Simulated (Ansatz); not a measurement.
Cubic perovskite CsPbCl3 (cubic high-temperature phase) was calculated with BLYP (PAW; Ansatz, an electronic-structure program).

Numerical settings: plane-wave cutoff 520 eV, 6×6×6 k mesh, Fermi–Dirac smearing 0.01 eV, scalar-relativistic PAW data made under PBE.

The cell has the measured lattice: a = b = c = 5.605 Å, α = β = γ = 90.00°.

Problem. What does this level give for the band gap and direct gap at Γ?

Solution. 
band gap: 2.02 eV
direct gap at Γ: 5.86 eV

Note: held by symmetry at 0 K, a high-temperature phase can be a saddle point; cell and atoms aren't relaxed at this level (pressure 3.2 GPa).

Spin–orbit coupling is not included; with these elements it can move the gap by several tenths of an eV or more.

Computed values are for the static lattice.

The result took very roughly 20 core-seconds.
